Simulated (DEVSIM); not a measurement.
Device: Si p-i-n diode, at 300 K.

```tsv
layer (left to right)	material	thickness (μm)	Nd (cm⁻³)	Na (cm⁻³)	τn (s)	τp (s)
1	Si	0.180	-	2.5e18	1.6e-5	1.6e-5
2	Si	42.0	3.7e13	-	1.6e-5	1.6e-5
3	Si	1.10	1.3e19	-	1.6e-5	1.6e-5
```

Left contact: ohmic. Right contact: ohmic. Voltage is applied to the left contact. Recombination: SRH at mid-gap, Auger. Mobility is μmin + (μ − μmin)/(1 + (N/Nref)^α).

Constants are typed, rounded textbook-type inputs, not results; the design itself was drawn at random and stands for no fabricated device. Values at 300 K.

```tsv
parameter	Si
gap (eV)	1.124
affinity (eV)	4.05
permittivity	11.7
Nc (cm⁻³)	2.86e19
Nv (cm⁻³)	3.1e19
μn (cm²/Vs)	1417
μp (cm²/Vs)	470
μn,min	52
μp,min	45
Nref,n	9.7e16
Nref,p	2.2e17
αn	0.68
αp	0.72
Cn (cm⁶/s)	2.8e-31
Cp (cm⁶/s)	9.9e-32
```

Model (solved in DEVSIM): 1D drift-diffusion, Boltzmann statistics, complete ionisation; no tunnelling, impact ionisation, image-force lowering or self-heating.

The doping Na of layer 1 was swept, all else fixed.

```json
[
 {"doping Na of layer 1 (cm^-3)": "7.5e16", "dark forward voltage at 1 A/cm² (V)": "[?]", "potential step across the device at zero bias (V)": "0.948", "dark forward voltage at 100 A/cm² (V)": "[?]"},
 {"doping Na of layer 1 (cm^-3)": "2.5e17", "dark forward voltage at 1 A/cm² (V)": "0.621", "potential step across the device at zero bias (V)": "0.979", "dark forward voltage at 100 A/cm² (V)": "0.795"},
 {"doping Na of layer 1 (cm^-3)": "7.5e17", "dark forward voltage at 1 A/cm² (V)": "0.654", "potential step across the device at zero bias (V)": "1.007", "dark forward voltage at 100 A/cm² (V)": "0.809"},
 {"doping Na of layer 1 (cm^-3)": "2.5e18", "dark forward voltage at 1 A/cm² (V)": "0.694", "potential step across the device at zero bias (V)": "1.039", "dark forward voltage at 100 A/cm² (V)": "0.835"},
 {"doping Na of layer 1 (cm^-3)": "7.5e18", "dark forward voltage at 1 A/cm² (V)": "0.727", "potential step across the device at zero bias (V)": "1.067", "dark forward voltage at 100 A/cm² (V)": "0.863"}
]
```

### Question
Some entries are withheld; supply them.

### Answer

- 7.5e16, dark forward voltage at 1 A/cm² (V): 0.590
- 7.5e16, dark forward voltage at 100 A/cm² (V): 0.786
